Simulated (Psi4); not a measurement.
Psi4 1.11, PBE0/def2-svpd: C[N]C(C)=O, charge -1, multiplicity 1, 11 atoms. The geometry is a generated start, not checked to be a minimum at this level.

```json
{
 "task": "energy",
 "method": "pbe0",
 "basis": "def2-svpd",
 "memory": "3 GB",
 "maxiter": "100",
 "keys_of_the_molecule_block": "symmetry c1",
 "scf_type": "df (default)",
 "guess": "auto, which took SAD (default)",
 "scf_initial_accelerator": "adiis (default)",
 "e_convergence": "1e-06 (default)",
 "d_convergence": "1e-06 (default)",
 "dft_radial_points": "75 (default)",
 "dft_spherical_points": "302 (default)",
 "basis_functions": "151",
 "grid_points": "236095"
}
```

```xyz
11

C      1.5008     0.2204     0.0875
N      0.6832     0.1820    -1.0839
C     -0.5979    -0.0210    -0.9863
C     -1.2526    -0.2197     0.4278
O     -1.3742    -0.0701    -1.9628
H      2.4972     0.5839    -0.2082
H      1.1322     0.8974     0.8843
H      1.6436    -0.7753     0.5565
H     -2.3154    -0.4216     0.3011
H     -1.1311     0.6800     1.0338
H     -0.7858    -1.0559     0.9503
```

Charge -1 and multiplicity 1 are set for this test and not shown to be the ground state.

One run each on 2 threads. Values of diis_max_vecs tried: 3, 6, 10 (default), 20.

Problem. How does the count of SCF iterations change with diis_max_vecs, and where is it least?

Solution. Fewest SCF iterations, within one of each other: 6 with 11, 10 (default) with 10, 20 with 10. The count rises to 20 at 3. All converge to one solution.

```
diis_max_vecs  SCF iterations            end
-------------  --------------  -------------
3                          20  same solution
6                          11  same solution
10 (default)               10  same solution
20                         10  same solution
```
